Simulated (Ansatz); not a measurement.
ZnO: response to strain

The parent structure is ZnO in the wurtzite structure (space group P6_3mc, No. 186; a = 3.230 Å, c = 5.214 Å). Axes: x lies along a and z along c of the hexagonal cell.

Strains are applied to the cell and any free atomic positions relax.

All numbers come from PBEsol (Ansatz, a quantum-chemistry and plane-wave program, PAW, scalar-relativistic without spin-orbit coupling).

Notes on the quantities. energy relative to the base: free energy F.

| uniaxial strain ε_xx (%) | energy relative to the base (meV/atom) |
|---|---|
| 0 | 0.0 |
| 0.6 | 0.3 |
| 1.2 | ? |
| 1.8 | 2.4 |
| 2.4 | 4.2 |
| 3 | 6.6 |

Fit ΔE = Aε² + Bε³ (ε in %) to the rows shown and predict the withheld row.

Least squares on the printed values gives A = 0.741 and B = -0.0028 meV/atom (largest residual 0.0 meV/atom); this predicts 1.1 meV/atom, and the run gives 1.1 meV/atom, in agreement.

Whether these cells are dynamically stable was not tested.
